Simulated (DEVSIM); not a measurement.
System: Schottky contact on p-type In0.53Ga0.47As, at 300 K.

| layer (left to right) | material | thickness (μm) | Na (cm⁻³) | τn (s) | τp (s) |
|---|---|---|---|---|---|
| 1 | In0.53Ga0.47As | 4.20 | 3.6e15 | 2e-8 | 2e-8 |

Left contact: Schottky, work function 4.94 eV, emission velocity 6.9e6 cm/s. Right contact: ohmic. Voltage is applied to the left contact. Recombination: SRH at mid-gap. Mobility is μmin + (μ − μmin)/(1 + (N/Nref)^α).

The device is made up for the run: typed textbook-type constants, with dimensions and the other settings drawn at random. Values at 300 K; Nc and Nv go as T^1.5, mobilities as T to minus their exponent, the gap by Varshni's rule with the affinity fixed.

```tsv
parameter	In0.53Ga0.47As
gap (eV)	0.74
affinity (eV)	4.51
permittivity	13.9
Nc (cm⁻³)	2.1e17
Nv (cm⁻³)	7.7e18
μn (cm²/Vs)	12000
μp (cm²/Vs)	300
μn,min	300
μp,min	10
Nref,n	1.3e17
Nref,p	4.9e17
αn	0.48
αp	0.4
T exponent of μn	1.6
T exponent of μp	1.6
Varshni α (eV/K)	0.00035
Varshni β (K)	190
```

DEVSIM, 1D drift-diffusion, Boltzmann statistics, complete ionisation; no tunnelling, impact ionisation, image-force lowering or self-heating. Metal contacts follow the ideal Schottky-Mott rule: no Fermi-level pinning, no interface dipoles.

The temperature was swept, all else fixed.

```json
[
 {"temperature (K)": "250", "dark forward voltage at 100 A/cm² (V)": "0.327", "potential step across the device at zero bias (V)": "0.165", "largest field in the device at zero bias (V/cm)": "12000"},
 {"temperature (K)": "300", "dark forward voltage at 100 A/cm² (V)": "0.340", "potential step across the device at zero bias (V)": "0.112", "largest field in the device at zero bias (V/cm)": "9000"},
 {"temperature (K)": "350", "dark forward voltage at 100 A/cm² (V)": "0.374", "potential step across the device at zero bias (V)": "0.057", "largest field in the device at zero bias (V/cm)": "5400"},
 {"temperature (K)": "400", "dark forward voltage at 100 A/cm² (V)": "0.434", "potential step across the device at zero bias (V)": "0.000", "largest field in the device at zero bias (V/cm)": "23"},
 {"temperature (K)": "450", "dark forward voltage at 100 A/cm² (V)": "0.491", "potential step across the device at zero bias (V)": "0.057", "largest field in the device at zero bias (V/cm)": "8200"},
 {"temperature (K)": "500", "dark forward voltage at 100 A/cm² (V)": "0.480", "potential step across the device at zero bias (V)": "0.113", "largest field in the device at zero bias (V/cm)": "21000"}
]
```

From the first row to the last the dark forward voltage at 100 A/cm² goes from 0.327 to 0.480. From the first row to the last the potential step across the device at zero bias goes from 0.165 to 0.113.
